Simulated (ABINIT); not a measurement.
Input and output of a self-consistent single point for PNO (I2_12_12_1, 6 atoms in the cell) (ABINIT).

Method: LDA (PW92), norm-conserving pseudopotentials (PseudoDojo nc-sr-04 LDA standard) (plane waves; ABINIT).

The change in words: lattice scaled by 0.98. Reference geometry:
```xyz
6
Lattice="-2.2238 2.3886 3.5022 2.2238 -2.3886 3.5022 2.2238 2.3886 -3.5022" Properties=species:S:1:pos:R:3 pbc="T T T"
P      2.2238     1.1943     2.5274
P      0.0000     1.1943     4.4770
N      0.6317     0.0000     5.2533
N      1.5921     0.0000     1.7511
O      1.1119     1.7813     3.5022
O      1.1119     2.9958     0.0000
```

Reference input (self-consistent single point, DFT, LDA (PW92), plane waves, norm-conserving pseudopotentials (PseudoDojo nc-sr-04 LDA standard)): pseudos = [P.upf, N.upf, O.upf]; ecut = 84 Ry; ixc = 7; occopt = 1; ngkpt = 5 5 5; nshiftk = 1; shiftk = 0 0 0; potentials = PseudoDojo nc-sr-04 LDA standard; nband = 20; kptopt = 1; nstep = 50; toldfe = 1e-09 Ha. This run's input differs from it in these lines:

```diff
@@ -5,5 +5,5 @@
 rprim
-        -4.2023446101    4.5137336809    6.6181704878
-         4.2023446101   -4.5137336809    6.6181704878
-         4.2023446101    4.5137336809   -6.6181704878
+        -4.1182971509    4.4234595742    6.4858065111
+         4.1182971509   -4.4234595742    6.4858065111
+         4.1182971509    4.4234595742   -6.4858065111
 natom 6
@@ -13,8 +13,8 @@
 xcart
-         4.2023446101    2.2568668404    4.7760689142
-         0.0000000000    2.2568668404    8.4602720613
-         1.1938020568   -0.0000000000    9.9272557317
-         3.0085425532    0.0000000000    3.3090852439
-         2.1011723050    3.3661620298    6.6181704878
-         2.1011723050    5.6613053319   -0.0000000000
+         4.1182971509    2.2117297871    4.6805471268
+         0.0000000000    2.2117297871    8.2910658954
+         1.1699258546    0.0000000000    9.7287097666
+         2.9483712963    0.0000000000    3.2429032555
+         2.0591485755    3.2988392120    6.4858065111
+         2.0591485755    5.5480799363    0.0000000000
 ecut 84 Ry
```

The program printed (abridged):

```
--- !BeginCycle
solver: {iscf: 7, nstep: 50, nline: 4, wfoptalg: 0, }
tolerances: {toldfe: 1.00E-09, }
...

     iter   Etot(hartree)      deltaE(h)  residm     vres2
 ETOT  1  -67.326954529472    -6.733E+01 9.198E-02 1.806E+03
 ETOT  2  -67.441598152253    -1.146E-01 2.778E-02 1.443E+03
 ETOT  3  -67.761908199457    -3.203E-01 2.120E-02 7.894E+00
 ETOT  4  -67.763452768936    -1.545E-03 5.355E-03 7.116E-01
 ETOT  5  -67.763558228137    -1.055E-04 4.067E-03 2.474E-01
 ETOT  6  -67.763590689575    -3.246E-05 1.440E-03 2.447E-03
 ETOT  7  -67.763590858519    -1.689E-07 8.354E-04 3.151E-04
 ETOT  8  -67.763590880308    -2.179E-08 4.138E-04 7.980E-06
 ETOT  9  -67.763590881191    -8.833E-10 3.241E-04 1.050E-07
 ETOT 10  -67.763590881204    -1.324E-11 3.548E-04 3.771E-09
 At SCF step   10, etot is converged :
  for the second time, diff in etot=  1.324E-11 < toldfe=  1.000E-09

 Cartesian components of stress tensor (hartree/bohr^3)
  sigma(1 1)= -3.45670907E-04  sigma(3 2)=  0.00000000E+00
  sigma(2 2)= -5.24393137E-04  sigma(3 1)=  0.00000000E+00
  sigma(3 3)= -4.20337167E-04  sigma(2 1)=  0.00000000E+00

 ----iterations are completed or convergence reached----

 reduced coordinates (array xred) for    6 atoms
       0.610830000000      0.860830000000      0.750000000000
       0.889170000000      0.639170000000      0.250000000000
       0.750000000000      0.892039999997      0.142039999997
       0.250000000000      0.607960000003      0.357960000003
       0.872879999999      0.750000000000      0.622879999999
       0.627120000001      0.250000000000      0.877120000001
   [... lines left out ...]
 Fermi (or HOMO) energy (eV) =   2.65223   Average Vxc (eV)= -10.20044
   [... lines left out ...]
total_energy        : -6.77635908812044E+01
total_energy_eV     : -1.84394108320045E+03
band_energy         : -6.97671180073484E+00
...

-Cartesian components of stress tensor (GPa)         [Pressure=  1.2655E+01 GPa]
- sigma(1 1)= -1.01699875E+01  sigma(3 2)=  0.00000000E+00
- sigma(2 2)= -1.54281762E+01  sigma(3 1)=  0.00000000E+00
- sigma(3 3)= -1.23667443E+01  sigma(2 1)=  0.00000000E+00

 Calculation completed.
```

The run converged in 10 iterations. Against the reference run the free energy goes up by 24.1 meV/atom, the pressure goes from -1.41 to 12.65 GPa, the largest force goes from 0.140 to 1.015 eV/Å and the gap on the mesh goes from 5.160 to 5.338 eV.

The starting cell comes from a database of computed structures (which also holds hypothetical and non-ambient phases and stackings), without a prior relaxation at this level. For this run, on top of that: lattice scaled by 0.98. With a pressure of about 13 GPa the cell is away from its equilibrium volume at this level. Forces in this geometry exceed 1 eV/Å.

Cost on one core of a shared machine: roughly 2 min.
